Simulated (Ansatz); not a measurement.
```
BeTe
1.0
    0.00000     2.96056     2.96056
    2.96056     0.00000     2.96056
    2.96056     2.96056     0.00000
Te Be
1 1
Cartesian
  4.44083   4.44083   4.44083
  0.00000   0.00000   0.00000
```

No spin polarisation.

Level of theory: Ansatz (a first-principles code), r2SCAN, PAW, cutoff 500 eV, no spin-orbit coupling. Settings: 10×10×10 k-points, 0.05 eV Fermi–Dirac smearing.

### Question
Predict the hole mass and pressure.

### Answer
- Hole mass (degenerate bands, along [100]): 0.19, 0.43, 0.43 mₑ (at Γ)
- Pressure: -6.19 GPa

Spin-orbit coupling, missing from the scalar runs, can matter with Te. The levels and masses belong to the bands next to the band gap. The cells carry an imposed strain or load. Effective masses come from finite differences of ±0.01 Å⁻¹. Stability against distortions was not tested. The cell was made from BeTe in the zinc blende structure (space group F-43m, No. 216) by this change: isotropic strain +4.67 %.
